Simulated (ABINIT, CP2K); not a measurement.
An ABINIT input for a self-consistent single point of Hf₂SbP (P6_3/mmc, 8 atoms in the cell) (DFT, LDA (PW92), plane waves, norm-conserving pseudopotentials (PseudoDojo nc-sr-04 LDA standard)):

```
# Hf2SbP, PseudoDojo nc-sr-04 LDA standard
pp_dirpath "./"
pseudos "Hf.upf, Sb.upf, P.upf"
acell 3.8396562091 3.8396562091 13.2108910000 Angstrom
rprim
         1.0000000000   -0.0000000126    0.0000000000
        -0.4999999891    0.8660254101    0.0000000000
         0.0000000000    0.0000000000    1.0000000000
natom 8
ntypat 3
znucl 72 51 15
typat 1 1 1 1 2 2 3 3
xcart
         3.6279493504    2.0945974730   22.4120484442
         0.0000000529    4.1891950376    2.5529174081
         0.0000000529    4.1891950376    9.9295655181
         3.6279493504    2.0945974730   15.0354003342
         0.0000000529    4.1891950376   18.7237243892
         3.6279493504    2.0945974730    6.2412414631
         0.0000000000    0.0000000000    0.0000000000
         0.0000000000    0.0000000000   12.4824829261
ecut 1143 eV
ixc 7
occopt 3
tsmear 0.00367493
nband 55
kptopt 1
ngkpt 5 5 2
nshiftk 1
shiftk 0 0 0
nstep 60
tolvrs 1.0e-12
prtwf 0
prtden 0
```

### Question
Translate this input to CP2K.

### Answer
This is the input that was run; spellings and numerical settings could be chosen otherwise.

```
&GLOBAL
  PROJECT run
  RUN_TYPE ENERGY_FORCE
  PRINT_LEVEL LOW
&END GLOBAL
&FORCE_EVAL
  METHOD Quickstep
  STRESS_TENSOR ANALYTICAL
  &DFT
    BASIS_SET_FILE_NAME BASIS_MOLOPT
    POTENTIAL_FILE_NAME GTH_POTENTIALS
    &QS
      METHOD GPW
      EPS_DEFAULT 1E-10
    &END QS
    &MGRID
      CUTOFF 500
      REL_CUTOFF 50
      NGRIDS 5
    &END MGRID
    &SCF
      SCF_GUESS ATOMIC
      EPS_SCF 1E-7
      MAX_SCF 100
      ADDED_MOS 12
      &DIAGONALIZATION
        ALGORITHM STANDARD
      &END DIAGONALIZATION
      &MIXING
        METHOD BROYDEN_MIXING
        ALPHA 0.3
        NBUFFER 8
      &END MIXING
      &SMEAR ON
        METHOD FERMI_DIRAC
        ELECTRONIC_TEMPERATURE [K] 1160.45
      &END SMEAR
    &END SCF
    &KPOINTS
      SCHEME MONKHORST-PACK 5 5 2
      GAMMA_CENTERED T
    &END KPOINTS
    &XC
      &XC_FUNCTIONAL PADE
      &END XC_FUNCTIONAL
    &END XC
    &PRINT
      &MO
        EIGENVALUES T
        OCCUPATION_NUMBERS T
        NDIGITS 8
        FILENAME mo
        &EACH
          QS_SCF 0
        &END EACH
        ADD_LAST NUMERIC
      &END MO
      &MULLIKEN OFF
      &END MULLIKEN
    &END PRINT
  &END DFT
  &SUBSYS
    &CELL
      A 3.83965600 0.00000000 0.00000000
      B -1.91982800 3.32524000 0.00000000
      C 0.00000000 0.00000000 13.21089100
      PERIODIC XYZ
    &END CELL
    &COORD
      SCALED
      Hf       0.66666700     0.33333300     0.89774000
      Hf       0.33333300     0.66666700     0.10226000
      Hf       0.33333300     0.66666700     0.39774000
      Hf       0.66666700     0.33333300     0.60226000
      Sb       0.33333300     0.66666700     0.75000000
      Sb       0.66666700     0.33333300     0.25000000
      P        0.00000000     0.00000000     0.00000000
      P        0.00000000     0.00000000     0.50000000
    &END COORD
    &KIND Hf
      BASIS_SET DZVP-MOLOPT-SR-GTH-q12
      POTENTIAL GTH-PADE-q12
    &END KIND
    &KIND Sb
      BASIS_SET DZVP-MOLOPT-SR-GTH-q5
      POTENTIAL GTH-PADE-q5
    &END KIND
    &KIND P
      BASIS_SET DZVP-MOLOPT-SR-GTH-q5
      POTENTIAL GTH-PADE-q5
    &END KIND
  &END SUBSYS
  &PRINT
    &FORCES ON
    &END FORCES
    &STRESS_TENSOR ON
    &END STRESS_TENSOR
  &END PRINT
&END FORCE_EVAL
```

Basis settings and potentials, where a program has them, do not carry over. This input uses DFT LDA (Pade form), GPW, DZVP-MOLOPT-SR-GTH basis, GTH-PADE potentials (GTH_POTENTIALS). LDA parametrisations can differ slightly between programs.

The starting cell comes from a database of computed structures (which also holds hypothetical and non-ambient phases and stackings), without a prior relaxation at this level. Its lattice was rescaled by a random factor within 2.5 % of one.
